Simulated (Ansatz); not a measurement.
Results of r²SCAN+rVV10 (Ansatz, an electronic-structure program, PAW) for zinc-blende RbBr (model structure).

Settings: plane-wave cutoff 500 eV, 8×8×8 k mesh, gaussian smearing 0.02 eV, scalar-relativistic PAW data made under PBE.

Cell (relaxed at this level):

```cif
data_Br4Rb4
_chemical_formula_sum 'Rb4 Br4'
_space_group_name_H-M_alt 'F-43m'
_space_group_IT_number 216
_space_group_name_Hall 'F -4 2 3'
_cell_length_a 7.66580
_cell_length_b 7.66580
_cell_length_c 7.66580
_cell_angle_alpha 90.000
_cell_angle_beta 90.000
_cell_angle_gamma 90.000
loop_
_atom_site_label
_atom_site_type_symbol
_atom_site_symmetry_multiplicity
_atom_site_Wyckoff_symbol
_atom_site_fract_x
_atom_site_fract_y
_atom_site_fract_z
_atom_site_occupancy
Rb1 Rb 4 a 0.00000 0.00000 0.00000 1
Br1 Br 4 d 0.75000 0.75000 0.75000 1
```
(The calculation used a cell of 2 atoms; values per cell refer to that cell.)

### Question
Predict the band gap.

### Answer

- band gap: 4.53 eV (on the SCF k mesh)

Note: the relaxation could raise the start's symmetry but not lower it, so the cell can be a saddle point.

Spin–orbit coupling is not included.

A model structure was made by putting elements into a prototype or built by hand; it is no filed structure, need not be a known phase, and can be a saddle point held by its symmetry.
